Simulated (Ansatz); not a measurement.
Output of an Ansatz run (abridged):

```
WARN ansatz: RAYON_NUM_THREADS=1 ignored (pool sized by the plan → 1); use --threads N
Pseudopotentials: kind: paw
Pseudopotential: Li, paw, valence charge 3
Pseudopotential: Ti, paw, valence charge 12
Pseudopotential: As, paw, valence charge 15
Crystal: 17 atoms, lattice volume = 283.271 Å³
Basis set: ecut = 420.4159175005146 eV, 5527 PW (Γ)
Bands: 77, of which v1, the nominal top of the filled ones, is band 60 counted from 1 (59 counted from 0)
Symmetry: 2 space group operations
Space group: Cm (ITA 8), of the structure as read, at distance tolerance 6.6e-5 Å
k-points: 24 of 75 (time reversal used)
PAW frozen core: Ti, regenerated for the run's functional, and the local potential with it
PAW frozen core: As, regenerated for the run's functional, and the local potential with it
Initial density: superposition of atomic densities (neutral atoms: chi_scale 0, normalization atom), corrected by the library's trained network
Initial wavefunctions: pseudopotential atomic-orbital guess
Eigensolver: davidson
Functional: x = slater, c = lda
SCF iter   1: F=—  HF=-28549.354329 eV  |F-HF|=—  |Δ(HF+E_count)|=         —  Δρ=8.64e-3  dr2=4.65e-1  ethr=1.77e-3  ⟨swp⟩=7.4  Hψ=8330  notcnv=0
all-band conjugate gradients solve this SCF's bands
preconditioner: auto → Resta (q_TF=auto, 2.364 Å⁻¹)
SCF iter   2: F=—  HF=-28549.445075 eV  |F-HF|=—  |Δ(HF+E_count)|=   3.65e-2  S|Δr|=   6.13e-1  Δρ=1.30e-2  dr2=1.07e0  ethr=3.88e-4  ⟨swp⟩=2.0  Hψ=2841  notcnv=0  defer=12
preconditioner: auto → LDOS
SCF iter   3: F=—  HF=-28549.366785 eV  |F-HF|=—  |Δ(HF+E_count)|=   7.83e-2  S|Δr|=    0.00e0  Δρ=3.19e-3  dr2=6.01e-2  ethr=3.88e-4  ⟨swp⟩=2.0  Hψ=2174  notcnv=0  defer=12
SCF iter   4: F=—  HF=-28549.361582 eV  |F-HF|=—  |Δ(HF+E_count)|=   5.20e-3  S|Δr|=    0.00e0  Δρ=1.12e-3  dr2=1.79e-2  ethr=5.01e-5  ⟨swp⟩=2.0  Hψ=2037  notcnv=0  defer=12
SCF iter   5: F=—  HF=-28549.357542 eV  |F-HF|=—  |Δ(HF+E_count)|=   4.04e-3  S|Δr|=    0.00e0  Δρ=7.02e-4  dr2=3.15e-3  ethr=1.49e-5  ⟨swp⟩=2.0  Hψ=2049  notcnv=0  defer=11
SCF iter   6: F=—  HF=-28549.357287 eV  |F-HF|=—  |Δ(HF+E_count)|=   2.55e-4  S|Δr|=    0.00e0  Δρ=2.71e-4  dr2=4.29e-4  ethr=2.62e-6  ⟨swp⟩=1.3  Hψ=1787  notcnv=0  defer=8
SCF iter   7: F=—  HF=-28549.357259 eV  |F-HF|=—  |Δ(HF+E_count)|=   2.76e-5  S|Δr|=    0.00e0  Δρ=7.29e-5  dr2=2.47e-5  ethr=3.57e-7  ⟨swp⟩=2.0  Hψ=1859  notcnv=0  defer=8
SCF iter   8: F=—  HF=-28549.357356 eV  |F-HF|=—  |Δ(HF+E_count)|=   9.70e-5  S|Δr|=    0.00e0  Δρ=2.36e-5  dr2=2.41e-6  ethr=2.06e-8  ⟨swp⟩=2.0  Hψ=2165  notcnv=0  defer=1
SCF iter   9: F=—  HF=-28549.357356 eV  |F-HF|=—  |Δ(HF+E_count)|=   1.29e-8  S|Δr|=    0.00e0  Δρ=1.29e-5  dr2=1.28e-6  ethr=2.01e-9  ⟨swp⟩=2.0  Hψ=2111  notcnv=0  defer=1
SCF iter  10: F=—  HF=-28549.357356 eV  |F-HF|=—  |Δ(HF+E_count)|=   1.74e-7  S|Δr|=    0.00e0  Δρ=7.49e-6  dr2=1.22e-7  ethr=1.07e-9  ⟨swp⟩=2.0  Hψ=2001  notcnv=0  defer=1
SCF iter  11: F=-28549.357356 eV  HF=-28549.357356 eV  |F-HF|=2.42e-8  |Δ(HF+E_count)|=   4.59e-9  S|Δr|=    0.00e0  Δρ=3.81e-6  dr2=3.83e-8  ethr=8.33e-11  ⟨swp⟩=9.5  Hψ=7066  notcnv=0
SCF 1 converged in 11 iterations: F = -28549.357356 eV  dr2 = 3.83e-8
SCF converged after 11 iterations
Stability not checked (fill_not_monotonic)
Free energy (F): -28549.357356 eV
Harris-Foulkes:  -28549.357356 eV  (|F-HF|=2.42e-8)
Internal energy: -28549.405380 eV  (E = F + TS)
E sigma→0 (E₀):  -28549.373364 eV
Entropy (-TS):   0.048024 eV (2.825 meV/atom)
Fermi energy:    5.226857 eV
Step filling:    the computed levels leave a gap of 0.3693 eV = 1.4 smearing widths
--- Per-component energies (eV) ---
  E_band       = -2553.939132
  E_kinetic    = 1035.994238
  E_local      = -13166.874552  (includes V_loc(G=0)·N_el)
  E_nonlocal   = -3676.986215
  E_hartree    = 6547.886880
  E_xc         = -610.859644
  E_vxc        = -675.324439  (∫ρ·V_xc dr)
  E_paw        = -9973.000079  (= ΣΔE_a)
  E_vpaw       = 833.470270  (= ΣTr[D̂ρ^β])
  E_aug_tail   = 0.000298  (compensation charges beyond the density's cutoff)
  E_ewald      = -8716.268407
  E_core_change = 10.702101  (= ΣΔE_core)
  E_smearing   = 0.048024  (= −TS)
  E_closure    = -0.000000  (closes the sum)
  Σ components = -28549.357356   (vs F -28549.357356, Δ=0.00e0)
--- Forces (eV/Å), atoms counted from 1 ---
  atom   1  Li     0.01412267    -0.00000000     0.02113683
  atom   2  Li    -0.00825799     0.00000000    -0.05637230
  atom   3  Li     0.01860162    -0.00000000     0.00455585
  atom   4  Li    -0.02819071     0.00000000    -0.02084375
  atom   5  Li    -0.04714786     0.00000000    -0.03574798
  atom   6  Li    -0.03152056     0.00000000     0.00027958
  atom   7  Li     0.03850293    -0.00000000    -0.00382147
  atom   8  Li     0.03824612     0.00000000    -0.00584278
  atom   9  Li     0.05445703    -0.00000000     0.06073795
  atom  10  Li    -0.03135745    -0.00000000     0.02437046
  atom  11  Li    -0.05134662    -0.00000000     0.03822573
  atom  12  Ti     0.01106129    -0.00000000     0.09356059
  atom  13  As     0.03232352     0.00000000    -0.00787658
  atom  14  As     0.10877342    -0.00000000     0.22450454
  atom  15  As     0.18972161     0.00000000    -0.27780153
  atom  16  As    -0.01424909     0.00000000    -0.06067799
  atom  17  As    -0.29371908    -0.00000000     0.00159435
  max |Σ_I F_I| component: 2.08e-5 eV/Å
--- Stress (GPa, compression-positive) ---
       -3.401880      -0.000000      -0.025852
       -0.000000      -3.491593       0.000000
       -0.025852       0.000000      -3.294774
  P = ⅓ Tr σ = -3.3961 GPa (-33.961 kbar)
  The stress holds the Pulay correction. Without it, at fixed plane waves, as pw.x and ABINIT print it: P = -3.4122 GPa
--- Band table (eV; the first three rows and the last of 24) ---
  k-point 0: bands = ["-51.6606", "-40.1773", "-40.0385", "-39.5748", "-39.5390", "-39.5309", "-39.5135", "-39.4837", "-39.4079", "-39.3908", "-39.3291", "-39.1464", "-29.7419", "-29.7347", "-29.7337", "-29.7214", "-29.7125", "-29.4318", "-29.4314", [...]
  k-point 1: bands = ["-51.6606", "-40.1773", "-40.0385", "-39.5748", "-39.5390", "-39.5309", "-39.5135", "-39.4837", "-39.4079", "-39.3908", "-39.3291", "-39.1464", "-29.7420", "-29.7347", "-29.7337", "-29.7214", "-29.7125", "-29.4318", "-29.4314", [...]
  k-point 2: bands = ["-51.6605", "-40.1772", "-40.0383", "-39.5745", "-39.5390", "-39.5305", "-39.5138", "-39.4838", "-39.4080", "-39.3905", "-39.3295", "-39.1465", "-29.7399", "-29.7346", "-29.7336", "-29.7205", "-29.7128", "-29.4317", "-29.4314", [...]
  k-point 23: bands = ["-51.6605", "-40.1771", "-40.0383", "-39.5745", "-39.5390", "-39.5305", "-39.5138", "-39.4838", "-39.4080", "-39.3905", "-39.3295", "-39.1465", "-29.7399", "-29.7346", "-29.7336", "-29.7205", "-29.7128", "-29.4317", [...]
```

The structure:

```xyz
17
Lattice="7.1120 -2.1242 0.0000 7.1120 2.1242 0.0000 -4.9496 0.0000 9.3753" Properties=species:S:1:pos:R:3 pbc="T T T"
Li     6.8346     0.0000     8.6525
Li     1.4675     0.0000     7.9495
Li     3.8550     0.0000     3.2676
Li     5.1539     0.0000     0.9113
Li    -1.1205     0.0000     2.4009
Li    10.2773     0.0000     6.9391
Li     5.1254     0.0000     6.0065
Li     7.9358     0.0000     1.5850
Li     4.0768     0.0000     8.6142
Li     2.5118     0.0000     0.7299
Li     9.2983     0.0000     4.0781
Ti     0.1278     0.0000     5.2361
As     0.0546     0.0000     0.0281
As     6.6265     0.0000     3.9310
As    -1.1620     0.0000     7.3581
As    10.6025     0.0000     1.7189
As     2.5305     0.0000     5.5955
```

Question: Write an input that gives this output.

Answer: Other spellings and defaults could give the same log, and not every line can be read from it. The input that was run (DFT, LDA (PW92), plane waves, default PAW files made with PBE):

Ansatz 0.2 input:
```yaml
crystal:
  lattice:
    - [7.112030, -2.124195, 0.000000]
    - [7.112030, 2.124195, 0.000000]
    - [-4.949583, 0.000000, 9.375263]
  atoms:
    - { symbol: Li, position: [0.801640, 0.801640, 0.922910] }
    - { symbol: Li, position: [0.398220, 0.398220, 0.847920] }
    - { symbol: Li, position: [0.392300, 0.392300, 0.348530] }
    - { symbol: Li, position: [0.396160, 0.396160, 0.097200] }
    - { symbol: Li, position: [0.010340, 0.010340, 0.256090] }
    - { symbol: Li, position: [0.980080, 0.980080, 0.740150] }
    - { symbol: Li, position: [0.583270, 0.583270, 0.640680] }
    - { symbol: Li, position: [0.616740, 0.616740, 0.169060] }
    - { symbol: Li, position: [0.606340, 0.606340, 0.918820] }
    - { symbol: Li, position: [0.203680, 0.203680, 0.077850] }
    - { symbol: Li, position: [0.805060, 0.805060, 0.434980] }
    - { symbol: Ti, position: [0.203330, 0.203330, 0.558500] }
    - { symbol: As, position: [0.004880, 0.004880, 0.003000] }
    - { symbol: As, position: [0.611770, 0.611770, 0.419290] }
    - { symbol: As, position: [0.191410, 0.191410, 0.784840] }
    - { symbol: As, position: [0.809190, 0.809190, 0.183340] }
    - { symbol: As, position: [0.385590, 0.385590, 0.596840] }
basis:
  ecutwfc: 30.9 Ry
kpoints:
  mp_grid: { grid: [5, 5, 3] }
hamiltonian:
  xc: lda
  pseudopotentials: { kind: paw }
scf:
  occupations: { method: cold, width: 0.02 Ry }
output:
  forces: true
  eigenvalues: true
  stress: true
```

The starting cell comes from a database of computed structures (which also holds hypothetical and non-ambient phases and stackings), without a prior relaxation at this level. Spin polarisation is off, so a magnetic state, if there is one, cannot be reached. With a pressure of about -3 GPa the cell is away from its equilibrium volume at this level. Ansatz's pressure includes its estimate of the finite-basis (Pulay) stress.

Ansatz is a program for electronic structure.
